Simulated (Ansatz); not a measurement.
Start from Al in the fcc (Cu type) structure (space group Fm-3m, No. 225; a = 3.9937 Å; relaxed with 0.1 eV smearing). Axes: x, y, z lie along the cube axes.

Structures relaxed with r2SCAN (Ansatz, a quantum-chemistry and plane-wave program), spin-orbit coupling left out.

Base:

Simulated powder pattern, Cu Kα1, λ = 1.54056 Å (kinematic, ideal powder, no thermal factors, no anomalous dispersion; the 14 strongest lines at most, above 2 %, up to 2θ = 90°):

| 2θ (°) | I/Imax (%) | hkl |
|---|---|---|
| 39.03 | 100 | (111) |
| 45.38 | 48 | (200) |
| 66.12 | 30 | (220) |
| 79.54 | 35 | (311) |
| 83.85 | 10 | (222) |

After one change:

Simulated powder pattern, Cu Kα1, λ = 1.54056 Å (kinematic, ideal powder, no thermal factors, no anomalous dispersion; the 14 strongest lines at most, above 2 %, up to 2θ = 90°):

```csv
2θ (°),I/Imax (%)
38.26,100
39.86,89
45.38,30
45.44,61
63.99,11
66.17,38
68.41,8.6
78.11,23
79.05,11
80.07,11
81.19,21
81.90,10
85.97,9.2
```

Which of these changes matches the shifts?
(A) isotropic strain −1.09 %
(B) biaxial strain +2.29 %, plane normal [111], relaxed out of plane
(C) tensor shear ε_xy = +2.96 %
(D) biaxial strain −1.92 %, plane normal [001], relaxed out of plane

C, tensor shear ε_xy = +2.96 %. Its volume per atom is 15.91 Å³ against 15.92 Å³, and its space group is Immm (No. 71).

Whether these cells are dynamically stable was not tested.
